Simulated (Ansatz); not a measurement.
Results of r²SCAN+SOC in Ansatz (plane waves, PAW) for PdGeS3 (C2/m, No. 12, 10 atoms in the cell; start mp-541785).

Run with plane-wave cutoff 560 eV, 8×8×4 k mesh (along the axes of the cell as run), Fermi–Dirac smearing 0.01 eV, PAW data made under PBE.

Cell (relaxed with PBE-D3(BJ)):

```cif
data_Ge4Pd4S12
_chemical_formula_sum 'Ge4 Pd4 S12'
_space_group_name_H-M_alt 'C2/m'
_space_group_IT_number 12
_space_group_name_Hall '-C 2y'
_cell_length_a 14.09082
_cell_length_b 3.47842
_cell_length_c 8.95156
_cell_angle_alpha 90.000
_cell_angle_beta 106.922
_cell_angle_gamma 90.000
loop_
_atom_site_label
_atom_site_type_symbol
_atom_site_symmetry_multiplicity
_atom_site_Wyckoff_symbol
_atom_site_fract_x
_atom_site_fract_y
_atom_site_fract_z
_atom_site_occupancy
Ge1 Ge 4 i 0.08632 0.00000 0.31363 1
Pd1 Pd 4 i 0.38549 0.00000 0.02778 1
S1 S 4 i 0.36957 0.00000 0.52216 1
S2 S 4 i 0.17940 0.00000 0.14733 1
S3 S 4 i 0.07956 0.00000 0.79044 1
```
(The calculation used a cell of 10 atoms; values per cell refer to that cell.)

Estimate the band gap, smallest direct gap on the k points sampled and direct gap at Γ that the calculation returns.


- band gap: 1.28 eV (indirect)
- smallest direct gap on the k points sampled: 1.65 eV
- direct gap at Γ: 2.34 eV

Note: cell and atoms aren't relaxed at this level (largest force component 0.37 eV/Å, pressure 0.4 GPa).

A start named mp-… is a Materials Project structure, which need not be a measured phase.

Ansatz is a quantum-chemistry and plane-wave program.
